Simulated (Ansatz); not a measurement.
Partial pair distribution functions of a relaxed model of amorphous Al12Sb12Te36, broadened by 0.06 Å; density 5.43 g/cm³. Method: PBE-D3(BJ), scalar-relativistic without spin-orbit coupling, PAW (Ansatz default set, large-core Te) (plane waves to 420 eV; Ansatz, a quantum-chemistry and plane-wave program).

A CHGNet melt-quench gave the starting glass, which DFT then relaxed. The hot cell started wider than the set density and was brought back towards it in steps. It is the lowest in DFT energy of 3 quenches. It is a model cell: composition and starting density were chosen by hand, and all elements were melted together. The geometry includes D3(BJ) dispersion. Its density started from a set value of 5.57 and ended at 5.43 g/cm³. Cooling (nominally 79 K/ps over its main leg) ran many orders faster than in experiment, which tends to leave more defects and strain. A cell of this size samples the disorder only roughly. Volume and shape were free in the relaxation.

```tsv
r (Å)	g Al-Te	g Sb-Te	g Al-Al	g Sb-Sb
2.35	0.00	0.00	0.00	0.00
2.45	0.24	0.00	0.00	0.00
2.55	5.10	0.00	0.00	0.00
2.65	11.84	0.06	0.00	0.00
2.75	5.90	1.47	0.00	0.00
2.85	1.89	4.65	0.00	0.27
2.95	0.21	5.05	0.00	2.74
3.05	0.00	2.38	0.00	1.76
3.15	0.00	1.80	0.00	0.07
3.25	0.00	2.20	0.00	0.00
3.35	0.04	0.88	0.00	0.00
3.45	0.24	0.69	0.00	0.00
3.55	0.36	1.76	0.00	0.00
3.65	0.48	1.37	0.12	0.14
3.75	0.41	1.00	2.28	0.95
3.85	0.39	0.89	4.35	0.55
3.95	0.36	1.05	2.13	0.91
4.05	0.29	0.79	1.07	1.13
4.15	0.97	0.55	0.59	2.13
4.25	0.76	0.77	0.81	0.81
4.35	1.48	0.37	0.81	0.55
4.45	1.75	0.36	0.55	0.54
4.55	0.99	0.75	0.76	0.09
4.65	0.27	0.77	0.87	0.65
4.75	0.75	0.82	0.92	1.20
4.85	1.02	0.60	0.40	0.87
4.95	0.50	0.56	0.80	0.59
5.05	0.51	0.42	0.93	1.59
5.15	0.71	0.77	1.14	1.18
5.25	0.96	1.11	1.76	0.50
5.35	0.76	1.16	0.78	1.03
5.45	0.53	1.28	0.43	1.05
5.55	0.85	0.93	0.93	1.11
5.65	1.10	0.91	0.58	1.14
5.75	1.49	1.06	0.48	1.84
5.85	1.29	0.82	0.34	0.93
```

Within 3.04 Å each Al has 4.17 Te neighbours on average.
